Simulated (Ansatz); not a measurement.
Consider MgS in the rock salt structure (space group Fm-3m, No. 225).

```
MgS
1.0
    0.00000     2.61484     2.61484
    2.61484     0.00000     2.61484
    2.61484     2.61484     0.00000
Mg S
1 1
Direct
  0.00000   0.00000   0.00000
  0.50000   0.50000   0.50000
```

All numbers come from PBE (Ansatz, a quantum-chemistry and plane-wave program; PAW; 420 eV plane waves; no spin-orbit coupling).

For the base:

* **Width of the top valence band**: 2.31 eV
* **Pressure**: 0.00 GPa

Perturbation: every lattice vector is stretched by 1.50 %; the atoms relax in the strained cell.

Q: Estimate the effect on the energy relative to the base, width of the top valence band and pressure.

A: The energy rises by 8.0 meV/atom; the width of the top valence band shrinks by 0.12 eV, from 2.31 eV to 2.19 eV; the pressure goes from zero to -3.01 GPa.

The levels and masses belong to the bands next to the band gap. Stability against distortions was not tested.
